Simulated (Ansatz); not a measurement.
**Rock-salt LaTe**

Level of theory: r²SCAN+rVV10 (Ansatz, a program for electronic structure, plane waves, PAW).

Numerical settings: plane-wave cutoff 500 eV, 10×10×10 k mesh, Fermi–Dirac smearing 0.05 eV, scalar-relativistic PAW data made under PBE.

Cell: relaxed at this level.

| Item | Result |
|---|---|
| equilibrium volume per atom | 33.75 Å³/atom |
| lattice constant a | 6.464 Å |
| band gap | none |

Spin–orbit coupling is not included.

Computed values are for the static lattice.

The result took around 50 core-seconds (rough).
